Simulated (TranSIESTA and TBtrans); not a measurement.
Junction: Al point contact of 1 atom in a row between two rods. Leads: fcc Al rod along [100], layers of 5 and 4 atoms, a = 4.04 Å. Geometry: as built, not relaxed. Transport runs along z; the first 18 and the last 18 of the 68 atoms are the lead cells, repeated to infinity.

```xyz
68
Lattice="14.213 0.000 0.000 0.000 14.213 0.000 0.000 0.000 32.320" Properties=species:S:1:pos:R:3 pbc="F F T"
Al     7.107     7.107     0.000
Al     9.963     7.107     0.000
Al     7.107     9.963     0.000
Al     4.250     7.107     0.000
Al     7.107     4.250     0.000
Al     8.535     8.535     2.020
Al     5.678     8.535     2.020
Al     8.535     5.678     2.020
Al     5.678     5.678     2.020
Al     7.107     7.107     4.040
Al     9.963     7.107     4.040
Al     7.107     9.963     4.040
Al     4.250     7.107     4.040
Al     7.107     4.250     4.040
Al     8.535     8.535     6.060
Al     5.678     8.535     6.060
Al     8.535     5.678     6.060
Al     5.678     5.678     6.060
Al     7.107     7.107     8.080
Al     9.963     7.107     8.080
Al     7.107     9.963     8.080
Al     4.250     7.107     8.080
Al     7.107     4.250     8.080
Al     8.535     8.535    10.100
Al     5.678     8.535    10.100
Al     8.535     5.678    10.100
Al     5.678     5.678    10.100
Al     7.107     7.107    12.120
Al     9.963     7.107    12.120
Al     7.107     9.963    12.120
Al     4.250     7.107    12.120
Al     7.107     4.250    12.120
Al     8.535     8.535    14.140
Al     5.678     8.535    14.140
Al     8.535     5.678    14.140
Al     5.678     5.678    14.140
Al     7.107     7.107    16.160
Al     8.535     8.535    18.180
Al     5.678     8.535    18.180
Al     8.535     5.678    18.180
Al     5.678     5.678    18.180
Al     7.107     7.107    20.200
Al     9.963     7.107    20.200
Al     7.107     9.963    20.200
Al     4.250     7.107    20.200
Al     7.107     4.250    20.200
Al     8.535     8.535    22.220
Al     5.678     8.535    22.220
Al     8.535     5.678    22.220
Al     5.678     5.678    22.220
Al     7.107     7.107    24.240
Al     9.963     7.107    24.240
Al     7.107     9.963    24.240
Al     4.250     7.107    24.240
Al     7.107     4.250    24.240
Al     8.535     8.535    26.260
Al     5.678     8.535    26.260
Al     8.535     5.678    26.260
Al     5.678     5.678    26.260
Al     7.107     7.107    28.280
Al     9.963     7.107    28.280
Al     7.107     9.963    28.280
Al     4.250     7.107    28.280
Al     7.107     4.250    28.280
Al     8.535     8.535    30.300
Al     5.678     8.535    30.300
Al     8.535     5.678    30.300
Al     5.678     5.678    30.300
```

Run with TranSIESTA and TBtrans (open boundaries, self-consistent; PseudoDojo norm-conserving potentials, scalar-relativistic): PAO.BasisSize SZP, PAO.EnergyShift 0.15 eV, XC.Authors PBE, Mesh.Cutoff 150 Ry, ElectronicTemperature 300 K, TS.Voltage 0.0 eV, TBT.Elecs.Eta 0.001 eV, no spin polarisation.

Energies count from the leads' Fermi level. Transmissions are for one spin of a degenerate pair. The energy step is 0.02 eV; narrower resonances are cut or missed.

```tsv
E (eV)	T
-0.20	2.99
-0.16	3.02
-0.12	3.05
-0.08	3.08
-0.04	3.12
0.00	3.18
0.04	3.33
0.08	3.43
0.12	3.47
0.16	3.49
0.20	3.50
```

Task: Give the zero-bias conductance in μS and the resistance at 300 K.

Result: At the Fermi level T = 3.18. Averaged with −∂f/∂E over the full grid (kT = 25.9 meV) it is 3.21. With G0 = 2e²/h = 77.48 μS, G = 249 μS and R = 1/G = 4.02 kΩ.

Task: Estimate the thermopower by Mott's formula S = −(π²/3)(kB²T/e) d ln T/dE from the rows at -0.04 and 0.04 eV.

Result: d ln T/dE = 0.814 eV⁻¹ and (π²/3) kB²T/e = 7.33 μV/K · eV, so S = -6.0 μV/K; the full integral gives -4.7 μV/K. A negative sign means that T rises with energy over the thermal window.

Task: Estimate the current at 0.2 V in linear response, and compare with the self-consistent run.

Result: I = G V = 249 μS × 0.2 V = 49.8 μA; the self-consistent run gives 48.4 μA, 0.97 of it. Linear response leaves out the change of T over the bias window and the shift of levels under bias.

The leads' channel count changes near 0.03 eV, within the thermal window, so values at the Fermi level hang on where that band edge falls.
